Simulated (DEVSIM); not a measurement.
System: illuminated Si n-on-p cell, one wavelength, at 400 K.

| layer (left to right) | material | thickness (μm) | Nd (cm⁻³) | Na (cm⁻³) | τn (s) | τp (s) | absorption coefficient (cm⁻¹) |
|---|---|---|---|---|---|---|---|
| 1 | Si | 0.540 | 1.1e19 | - | 2.8e-7 | 4.9e-8 | 10000 |
| 2 | Si | 80.0 | - | 2.9e16 | 3.5e-6 | 3.5e-6 | 10000 |

Left contact: ohmic, minority hole recombination velocity 10 cm/s. Right contact: ohmic, minority electron recombination velocity 70000 cm/s. Voltage is applied to the left contact. Recombination: SRH at mid-gap, radiative, Auger. Light enters at the left, 1.8e18 photons cm⁻² s⁻¹, one pass, no reflection. Mobility is μmin + (μ − μmin)/(1 + (N/Nref)^α).

The device is made up for the run: typed textbook-type constants, with dimensions and the other settings drawn at random. Values at 300 K; Nc and Nv go as T^1.5, mobilities as T to minus their exponent, the gap by Varshni's rule with the affinity fixed.

```csv
parameter,Si
gap (eV),1.124
affinity (eV),4.05
permittivity,11.7
Nc (cm⁻³),2.86e19
Nv (cm⁻³),3.1e19
μn (cm²/Vs),1417
μp (cm²/Vs),470
"μn,min",52
"μp,min",45
"Nref,n",9.7e16
"Nref,p",2.2e17
αn,0.68
αp,0.72
T exponent of μn,2.3
T exponent of μp,2.2
B (cm³/s),4.7e-15
Cn (cm⁶/s),2.8e-31
Cp (cm⁶/s),9.9e-32
Varshni α (eV/K),0.000473
Varshni β (K),636
```

Simulated with DEVSIM: 1D drift-diffusion, Boltzmann statistics, complete ionisation; no tunnelling, impact ionisation, image-force lowering or self-heating.

### Question
Give the dark forward current.

### Answer

```tsv
V (V)	J (A/cm²)
-0.05	-2.1e-6
-0.10	-1.0e-5
-0.15	-4.3e-5
-0.20	-0.00018
-0.25	-0.00075
-0.35	-0.013
-0.40	-0.057
-0.45	-0.24
-0.50	-0.95
-0.55	-3.4
-0.60	-10
-0.65	-26
-0.70	-60
-0.75	-130
-0.80	-250
-0.90	-690
-0.95	-1000
-1.00	-1400
-1.05	-1800
-1.10	-2300
```
